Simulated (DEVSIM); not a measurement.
System: illuminated GaSb p-on-n cell, one wavelength, at 300 K.

```tsv
layer (left to right)	material	thickness (μm)	Nd (cm⁻³)	Na (cm⁻³)	τn (s)	τp (s)	absorption coefficient (cm⁻¹)
1	GaSb	0.120	-	7.6e17	4.5e-10	4.3e-10	78000
2	GaSb	0.630	2.3e16	-	1.5e-9	1.5e-9	78000
```

Left contact: ohmic, minority electron recombination velocity 50 cm/s. Right contact: ohmic, minority hole recombination velocity 100 cm/s. Voltage is applied to the left contact. Recombination: SRH at mid-gap, radiative, Auger. Light enters at the left, 1.2e18 photons cm⁻² s⁻¹, one pass, no reflection. Mobility is μmin + (μ − μmin)/(1 + (N/Nref)^α).

This is a model device: material constants are rounded textbook-type values typed into the input, and sizes, dopings and lifetimes were drawn at random. Values at 300 K.

```tsv
parameter	GaSb
gap (eV)	0.726
affinity (eV)	4.06
permittivity	15.7
Nc (cm⁻³)	2.1e17
Nv (cm⁻³)	1.8e19
μn (cm²/Vs)	5000
μp (cm²/Vs)	850
μn,min	1000
μp,min	190
Nref,n	2.8e17
Nref,p	9e17
αn	1.05
αp	0.65
B (cm³/s)	1e-10
Cn (cm⁶/s)	5e-30
Cp (cm⁶/s)	5e-30
```

Model (solved in DEVSIM): 1D drift-diffusion, Boltzmann statistics, complete ionisation; no tunnelling, impact ionisation, image-force lowering or self-heating.

Base results: dark forward voltage at 1 A/cm² (V) 0.356; fill factor 0.64; open-circuit voltage (V) 0.301; dark forward voltage at 100 A/cm² (V) 0.511.

**Question.** What follows from this one change: minority lifetime in layer 1 4.5e-10 → 1.3e-11 s?

**Answer.** dark forward voltage at 1 A/cm² 0.356 → 0.345 V; fill factor little changed (0.65); open-circuit voltage 0.301 → 0.292 V; dark forward voltage at 100 A/cm² 0.511 → 0.481 V.

**Question.** What follows from this one change: photon flux 1.2e+18 → 1.2e+19 cm^-2 s^-1?

**Answer.** dark forward voltage at 1 A/cm² little changed (0.356 V); fill factor 0.64 → 0.72; open-circuit voltage 0.301 → 0.376 V; dark forward voltage at 100 A/cm² little changed (0.511 V).

**Question.** What follows from this one change: minority lifetime in layer 2 1.5e-09 → 4.5e-09 s?

**Answer.** dark forward voltage at 1 A/cm² 0.356 → 0.383 V; fill factor 0.64 → 0.67; open-circuit voltage 0.301 → 0.328 V; dark forward voltage at 100 A/cm² 0.511 → 0.539 V.
